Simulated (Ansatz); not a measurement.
The reference is BaZrO$_{3}$ in the cubic perovskite structure (space group Pm-3m, No. 221; a = 4.2271 Å).

(Cell as relaxed with PBE.)

Levels (all Ansatz, a first-principles code, PAW, earlier PAW set): PBE (420 eV, spin-orbit coupling left out); PBEsol (420 eV, spin-orbit coupling left out).

Each level relaxes its own structure.

| quantity | PBE | PBEsol |
|---|---|---|
| volume per atom | 15.11 Å³ | ___ |
| lattice parameter a | 4.227 Å | ___ |

**Question.** What does PBEsol give?

**Answer.** 
- volume per atom, PBEsol: 14.61 Å³
- lattice parameter a, PBEsol: 4.181 Å

PBE's volume per atom lies 0.493 Å³ above PBEsol's (3.4 %); PBE's lattice parameter a lies 0.046 Å above PBEsol's (1.1 %). Neither level is exact; PBEsol is the comparison here, not a measurement.

Whether these cells are dynamically stable was not tested.
